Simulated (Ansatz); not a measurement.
MnTlF3: pressure series

Start from MnTlF$_{3}$ in the cubic perovskite structure (space group Pm-3m, No. 221; a = 4.238 Å; ferromagnetic; a cell from a computed database, its experimental status unchecked).

Cell and atoms are relaxed at each pressure.

The values are results of r2SCAN (Ansatz, a quantum-chemistry and plane-wave program; PAW; 500 eV plane waves; spin-orbit coupling left out), not measurements.

**Question.** Only one of these has no band gap. Which?
(A) pressure 50 GPa
(B) pressure 100 GPa
(C) pressure −2 GPa
(D) pressure 7 GPa

**Answer.** B, pressure 100 GPa. Computed: pressure 7 GPa: 1.39 eV; pressure 50 GPa: 0.15 eV; pressure 100 GPa: zero; pressure −2 GPa: 1.90 eV

A case with no gap was solved on a k-mesh chosen for an insulator, which is coarse for it. Spin-orbit coupling, missing from the scalar runs, can matter with Tl. Load acts through the strain it causes; cell and atoms are relaxed under it. No phonon test of stability was made. Competing high-pressure phases were not computed. No Hubbard U is applied and the magnetic state is the run's own (MnTlF3 ferromagnetic); other magnetic orders, which need larger cells, were not tried and can change the gap. The base started in Cm and relaxed to Pm-3m at this level. Where the two band edges lie in opposite spin channels, the gap is a spin-flip gap. Many cubic perovskites are stable only at high temperature; tilts and polar distortions were not tested. A zero or small gap of MnTlF3 under pressure 50 GPa can be the functional's error rather than a property of the material.
